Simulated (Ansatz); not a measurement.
## Ge on the Si site in an ordered model of ordered Si6Ge2 alloy

Calculation: PBE, PAW (plane waves to 420 eV; Ansatz, a program for electronic structure). The supercell holds 64 host sites (2×2×2 repeats of the unit cell), with a 2×2×2 shifted k-point sampling for the final energies. Site at the start: the Si(1,4-fold) site. Energies of charged states are corrected for periodic images (point charge plus alignment at distant sites). Dielectric constants: PBE linear response of the host. Host gap at this level: 0.38 eV. A cell of this size leaves errors of a few tenths of an eV. PBE underestimates the host's gap, which shifts levels and can delocalise carriers. Spin–orbit coupling is left out. Each state is the lowest found from its start.

| charge | moment (μB) | largest move off a lattice site (Å) | image correction with alignment (eV) |
|---|---|---|---|
| +2† | not spin-polarised | 0.05 | 0.37 |
| +1† | quenched | 0.04 | 0.12 |
| 0 | not spin-polarised | 0.04 | 0.00 |
| −1† | fractional | 0.04 | 0.04 |

† Not settled in this cell, so no level is given: charge +2: a level filled in part, carriers not clearly localised, level within 0.1 eV of a band edge or past it; charge +1: a level filled in part, carriers not clearly localised, level within 0.1 eV of a band edge or past it; charge −1: fractional moment, carriers not clearly localised, level within 0.1 eV of a band edge or past it.

Starting moments that weren't kept: charge +1 began with 1 μB and ended with 0.0.

Flagged in the runs: a host whose relaxation on this sampling wasn't shown to rest.

All states together cost around 3 core-hours (rough).
